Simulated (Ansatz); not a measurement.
## ZrO2, pressure series

The parent structure is ZrO₂ (space group P4_2/nmc, No. 137; a = 3.6208 Å, c = 5.2843 Å).

Cell and atoms are relaxed at each pressure.

Computed with Ansatz (a quantum-chemistry and plane-wave program), PBE, PAW, cutoff 420 eV, no spin-orbit coupling, earlier PAW set.

Candidates:
(a) pressure 30 GPa
(b) pressure 9 GPa
(c) pressure 22.5 GPa
(d) pressure 0.9 GPa

Before the change:

```
Quantity               Value
-------------------  -------
Smallest direct gap  4.14 eV
```

Q: Order them by smallest direct gap, highest first.

A: (c) pressure 22.5 GPa (4.22 eV), (b) pressure 9 GPa (4.19 eV), (d) pressure 0.9 GPa (4.15 eV), (a) pressure 30 GPa (4.08 eV)

Load acts through the strain it causes; cell and atoms are relaxed under it. Stability against distortions was not tested. Competing high-pressure phases were not computed. This is not the structure that ZrO2 has at room temperature and ambient pressure.
